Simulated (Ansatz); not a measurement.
WC under load (space group P-6m2): band-structure transport figures

```
CELL_PARAMETERS angstrom
      2.89244     0.00000     0.00000
     -1.44622     2.50493     0.00000
      0.00000     0.00000     2.83024
ATOMIC_POSITIONS crystal
  W  0.00000 0.00000 0.00000
  C  0.66667 0.33333 0.50000
```

Level of theory: PBEsol, rigid bands (plane waves, PAW, scalar-relativistic; Ansatz, a program for electronic structure). Condition of this run: biaxial stress xx = yy = 2 GPa (compression positive) (the target of the relaxation). Cell: cell and atoms relaxed with PBEsol, then loaded as said.

| Item | Result |
|---|---|
| density of states at the Fermi level | 0.297 states/(eV·cell), both spins |
| bare Sommerfeld coefficient | 0.35 mJ/(mol of atoms·K²) |
| Drude plasma energy | 3.3 eV |
| root-mean-square Fermi velocity | 5.4e5 m/s |
| resistivity times τ | 44 (x), 44 (y), 45 (z) ×10⁻²² Ω·m·s |

A metal at this level (no band gap); rigid bands, thermally averaged at 300 K, both spins. Spin-orbit coupling is left out, which matters with elements this heavy. τ is one relaxation time for all states.
